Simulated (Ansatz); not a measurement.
## Several settings converged on Ni3Ge (P4mm, 4 atoms in the cell)

```
Ni3Ge
1.0
    3.54092     0.00000     0.00000
    0.00000     3.54092     0.00000
    0.00000     0.00000     3.54092
Ni Ge
3 1
Direct
  0.50000   0.00000   0.50000
  0.01412   0.50000   0.50000
  0.50000   0.50000   0.00000
  0.00000   0.00000   0.00000
```

Base method: PBEsol, PAW files made with PBE (plane waves; Ansatz, a quantum-chemistry and plane-wave program).

Base settings: basis.ecutwfc = 420 eV; kpoints.mp_grid.grid = 9 9 9; hamiltonian.xc = pbesol; hamiltonian.pseudopotentials = {kind: paw} (the program's default PAW files); scf.occupations.method = gaussian; scf.occupations.width = 0.1 eV.

The count of work is k-points × plane waves × bands × iterations; it is no time. Core times come from one kind of shared machine, to one figure; runs under 30 s give none.

**The cutoff for other potential files**

Level: DFT, PBEsol, plane waves, harder PAW files (source: ansatz) made with PBE.

In this ladder: hamiltonian.pseudopotentials = {kind: paw, source: ansatz}.

The second cell is the first with its lattice scaled by 0.98.

The mesh stays at the base's, so the ladder's end is converged at best in this setting alone.

The first pressure column holds Ansatz's estimate of the finite-basis (Pulay) stress, which hides part of the cutoff error; the other is without it.

Only quantities that move along the ladder and can be compared are tabulated.

| basis.ecutwfc | free energy less the last step's (meV/atom) | energy of the compressed cell less the first (meV/atom) | pressure (GPa) | pressure without the Pulay estimate (GPa) | largest difference of a force vector from the last step's (eV/Å) | count of work / last | core time / last (rough) |
|---|---|---|---|---|---|---|---|
| 415 eV | 9108.23 | -46.61 | -15.00 | -661.88 | 0.693 | 0.11 | – |
| 505 eV | 1696.88 | 36.19 | 0.64 | -160.79 | 0.122 | 0.15 | – |
| 645 eV | 88.30 | 16.60 | -2.77 | -15.32 | 0.004 | 0.21 | – |
| 780 eV | 3.15 | 16.82 | -2.67 | -3.23 | 0.000 | 0.27 | 0.4 |
| 920 eV | 0.57 | 16.77 | -2.68 | -2.70 | 0.000 | 0.35 | 0.4 |
| 1105 eV | 0.36 | 16.75 | -2.68 | -2.69 | 0.000 | 0.47 | 0.6 |
| 1380 eV | 0.13 | 16.75 | -2.68 | -2.69 | 0.000 | 0.65 | 0.6 |
| 1840 eV | 0.00 | 16.75 | -2.68 | -2.69 | 0.000 | 1.0 | 1 |

Coarsest basis.ecutwfc that holds the pressure without the Pulay estimate within 0.1 GPa of the last step, with all finer ones: 920 eV, at 0.35 of the last step's count of work and about 0.4 of the last step's time; the step before is off by 0.55 GPa.

Coarsest basis.ecutwfc that holds the energy of the compressed cell less the first within 2 meV/atom of the last step, with all finer ones: 645 eV, at 0.21 of the last step's count of work; the step before is off by 19 meV/atom.

Coarsest basis.ecutwfc that holds the pressure within 0.1 GPa of the last step, with all finer ones: 645 eV, at 0.21 of the last step's count of work; the step before is off by 3.3 GPa.

The energy difference between the two cells stays within 1 meV/atom of the last step's from 645 eV on, the total only from 920 eV on: much of the error is common to both cells and cancels.

At the lowest cutoff the pressure without the Pulay estimate lies 659 GPa under the last step's, the usual sign of Pulay stress in an incomplete plane-wave basis.

**The density cutoff**

The second cell is the first with its lattice scaled by 0.98.

The mesh stays at the base's, so the ladder's end is converged at best in this setting alone.

Only quantities that move along the ladder and can be compared are tabulated.

| basis.ecutrho_ratio | free energy less the last step's (meV/atom) | energy of the compressed cell less the first (meV/atom) | pressure (GPa) | largest difference of a force vector from the last step's (eV/Å) |
|---|---|---|---|---|
| 2 | -9.31 | 15.08 | -1.60 | 0.014 |
| 3 | -0.14 | 16.94 | -2.62 | 0.000 |
| 4 | 0.00 | 16.94 | -2.64 | 0.000 |
| 5 | 0.00 | 16.94 | -2.64 | 0.000 |
| 6 | 0.00 | 16.94 | -2.64 | 0.000 |
| 8 | 0.00 | 16.94 | -2.64 | 0.000 |
| 10 | 0.00 | 16.94 | -2.64 | 0.000 |
| 12 | 0.00 | 16.94 | -2.64 | 0.000 |
| 16 | 0.00 | 16.94 | -2.64 | 0.000 |

Coarsest basis.ecutrho_ratio that holds the free energy within 5 meV/atom of the last step, with all finer ones: 3; the step before is off by 9.3 meV/atom.

Coarsest basis.ecutrho_ratio that holds the forces within 0.01 eV/Å of the last step, with all finer ones: 3; the step before is off by 0.014 eV/Å.

Coarsest basis.ecutrho_ratio that holds the pressure within 0.5 GPa of the last step, with all finer ones: 3; the step before is off by 1.0 GPa.

**The relaxed cell against the cutoff**

On Ni₃Ge (Pm-3m, 4 atoms in the cell): atoms on their sites.

In this ladder: relax = cell and atoms.

The mesh stays at the base's, so the ladder's end is converged at best in this setting alone.

Only quantities that move along the ladder and can be compared are tabulated.

| basis.ecutwfc | relaxed volume (Å³/atom) | relaxation steps |
|---|---|---|
| 295 eV | 11.263 | 12 |
| 355 eV | 10.969 | 6 |
| 420 eV | 10.952 | 4 |
| 505 eV | 10.951 | 4 |
| 630 eV | 10.949 | 4 |
| 840 eV | 10.948 | 4 |

Coarsest basis.ecutwfc that holds the relaxed volume within 0.011 Å³/atom of the last step, with all finer ones: 420 eV; the step before is off by 0.021 Å³/atom.

At the lowest cutoff the cell relaxes to a volume 2.9 % larger than at the highest. Ansatz relaxes on a stress corrected for the finite basis.

On the base run: the starting cell comes from a database of computed structures (which also holds hypothetical and non-ambient phases and stackings), without a prior relaxation at this level. Its lattice was rescaled by up to half a per cent. One atom was moved a little off its site on purpose. Spin polarisation is off.

Left out of this page: 2 runs of the series failed or unconverged.

Keys are those of Ansatz 0.2.
